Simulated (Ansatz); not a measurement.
Results of PBEsol (Ansatz, a quantum-chemistry and plane-wave program, PAW) for Ge3N4 (P6₃/m, No. 176; cell taken from a computed entry).

Settings: plane-wave cutoff 520 eV, 6×6×12 k mesh (along the axes of the cell as run), scalar-relativistic PAW data made under PBE.

Cell (relaxed at this level):

```
Ge3N4
1.0
    8.05690     0.00000     0.00000
   -4.02845     6.97748     0.00000
    0.00000     0.00000     3.08457
Ge N
6 8
Direct
  0.83057   0.23717   0.75000
  0.16943   0.76283   0.25000
  0.59340   0.83057   0.25000
  0.40660   0.16943   0.75000
  0.76283   0.59340   0.75000
  0.23717   0.40660   0.25000
  0.66667   0.33333   0.75000
  0.33333   0.66667   0.25000
  0.66962   0.97422   0.75000
  0.33038   0.02578   0.25000
  0.69541   0.66962   0.25000
  0.30459   0.33038   0.75000
  0.02578   0.69541   0.75000
  0.97422   0.30459   0.25000
```

### Question
Predict the Voigt–Reuss–Hill bulk modulus, Voigt–Reuss–Hill shear modulus (Hill average), Young modulus and Poisson ratio.

### Answer

Voigt–Reuss–Hill bulk modulus: 187 GPa
Voigt–Reuss–Hill shear modulus (Hill average): 79.8 GPa
Young modulus: 210 GPa
Poisson ratio: 0.313

Note: the relaxation could not lower the start's symmetry, so the cell can be a saddle point above a distorted one.

Elastic constants are with the ions relaxed.

The computed numbers hold no vibrational or temperature effects.

Cost on a shared machine: roughly 2.5 core-hours.
